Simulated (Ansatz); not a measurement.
The structure below was relaxed with PBE/PAW in Ansatz (a first-principles code), no spin-orbit coupling, at pressure 3 GPa.

```
ZnSiP2
1.0
   -2.67907     2.67907     5.21389
    2.67907    -2.67907     5.21389
    2.67907     2.67907    -5.21389
Zn Si P
2 2 4
Cartesian
  0.00000   2.67907   2.60695
  0.00000   0.00000   0.00000
  2.67907   0.00000   2.60695
  0.00000   0.00000   5.21389
  1.33954   1.42658  -1.30347
  1.33954   1.25249   3.91042
  3.93156   1.33954   1.30347
 -1.25249   1.33954   6.51736
```

### Question
Find the space group and the Wyckoff positions.

### Answer
Space group I-42d (No. 122); a = 5.358 Å, b = 5.358 Å, c = 10.428 Å, α = 90.00°, β = 90.00°, γ = 90.00°

```json
[
 {"atom": "Zn", "site": "4a", "symmetry": "-4..", "x": "0.0000", "y": "0.0000", "z": "0.0000"},
 {"atom": "Si", "site": "4b", "symmetry": "-4..", "x": "0.0000", "y": "0.0000", "z": "0.5000"},
 {"atom": "P", "site": "8d", "symmetry": ".2.", "x": "0.2500", "y": "0.2338", "z": "0.3750"}
]
```

### Question
Describe the coordination.

### Answer
The crystal has 16 atoms in its conventional cell. Cell: a = b = 5.3581 Å, c = 10.4278 Å, α = β = γ = 90.00°. Zn is surrounded by 4 P at 2.351 Å (tetrahedral). Si has 4 P at 2.250 Å (tetrahedral). P is coordinated by 2 Si at 2.250 Å and 2 Zn at 2.351 Å (tetrahedral). (Neighbours: up to the widest gap in distance over summed covalent radii, below 1.35, at either atom; cation-cation and far metal-metal contacts left out.)

Load acts through the strain it causes; cell and atoms are relaxed under it. Whether these cells are dynamically stable was not tested. The cell was made from ZnSiP2 in the chalcopyrite structure (space group I-42d, No. 122) by this change: pressure 3 GPa.
